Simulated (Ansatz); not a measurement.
Take MgTe in the wurtzite structure (space group P6_3mc, No. 186; a = 4.609 Å, c = 7.500 Å) as the base. Axes: x lies along a and z along c of the hexagonal cell.

Level of theory: PBE/PAW in Ansatz (a first-principles code), spin-orbit coupling left out.

For the base:

```
Quantity             Value
---------------  ---------
Pressure         -0.01 GPa
Volume per atom   34.49 Å³
```

Perturbation: biaxial strain +2.40 %, plane normal [001], relaxed out of plane (Cartesian); in-plane vectors clamped, the third vector and the atoms free.

Q: How does this affect the pressure?

A: The pressure (mean of the normal stresses, compression positive) decreases by 0.897 GPa to -0.90 GPa.

Q: What happens to the volume per atom?

A: The volume per atom goes up by 0.95 Å³, from 34.49 Å³ to 35.44 Å³.

Stability against distortions was not tested.
